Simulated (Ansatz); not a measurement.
PbTe: energy against strain

PbTe (rock salt, Fm-3m, 32.456 Å³/atom at rest) under an equal strain ε in the (111) plane with the normal axis free, as in a coherent film. LDA in Ansatz, a plane-wave DFT program (PAW, default set), 420 eV, 9×9×9 Γ-centred mesh, Fermi-Dirac smearing 0.05 eV; ions are relaxed within the symmetry of each cell.

Here s stands for strain and y for E less E0.

```
strain (%)  E less E0 (meV/atom)
----------  --------------------
-1.25                       2.15
-0.83                       0.95
-0.42                       0.24
0.00                        0.00
0.42                        0.24
0.83                        0.91
1.25                        2.05
2.50                           ?
```

Taking a parabola for y over the 7 complete rows: Least squares gives y = 0.003 - 0.0326·s + 1.3428·s². Residuals (row less fit): 0.008, -0.005, -0.014, -0.003, 0.014, 0.009, -0.010; standard error 0.013 (degrees of freedom: 4). Twice the quadratic coefficient over the volume, 2 × 1.3428 meV × 10⁴ × 0.1602 / 32.456 Å³, is twice the biaxial elastic modulus of this plane = 133 ± 0.8 GPa.

Task: What does the fit predict for y at s = 2.50, and how far is the calculated value from it?

Result: y = 0.003 - 0.0326 × 2.50 + 1.3428 × 2.50² = 8.314 meV/atom. The calculation gives 8.02 meV/atom, 0.294 meV/atom below the prediction (3.7 % of the range of y in the table). The row lies outside the fitted rows, so this is an extrapolation. From the scatter of the fitted rows alone, a prediction at this place has a standard error of 0.049 meV/atom, so the miss is 6.0 times that.

One order more, fitted to all 13 runs of the series, follows each within 0.01, so the miss is the next term of a smooth law. Rows are the converged runs of the series near zero and its far end; series whose fitted rows scatter by over a few per cent of the range, as at a crossing or softening among them, aren't shown in this form. Most that stay on the fit to the last digits aren't either.
